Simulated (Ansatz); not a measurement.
## Defect calculation: H interstitial in rock-salt TiN

Method: PBE, PAW (plane waves to 420 eV; Ansatz, a first-principles code). Cell and caveats: 64-site cell; 4×4×4 shifted k-points; start: void with 4N4Ti nearest; no Hubbard U; finite-size errors of tenths of an eV; the relaxation kept the symmetry of the starting site; relaxed from one start, so a lower configuration may exist.

Neighbours after relaxation, in Å: of the H atom: Ti 1.81, Ti 1.81, Ti 1.81, Ti 1.81.

Formation energies E_f are those of the neutral cell. Chemical conditions: N-rich (Δμ(H) = -0.34 eV, bounded by NH3 molecule; only phases computed here count, gases as isolated molecules at 0 K); Ti-rich (Δμ(H) = -0.74 eV, bounded by TiH (P4_2/mmc); only phases computed here count, gases as isolated molecules at 0 K). Reference phases: H: H2 molecule in a box.

The name describes the start; the neighbours show where the added atom ended.

```csv
charge,moment (μB),point group,largest move off a lattice site (Å),"E_f, N-rich (eV)","E_f, Ti-rich (eV)"
0,not spin-polarised,Td,0.11,2.75,3.15
```

Point groups are those of the whole cell at tolerances of 0.03 and 0.1 Å ("near" where only the looser one holds); none is given for unsettled states.
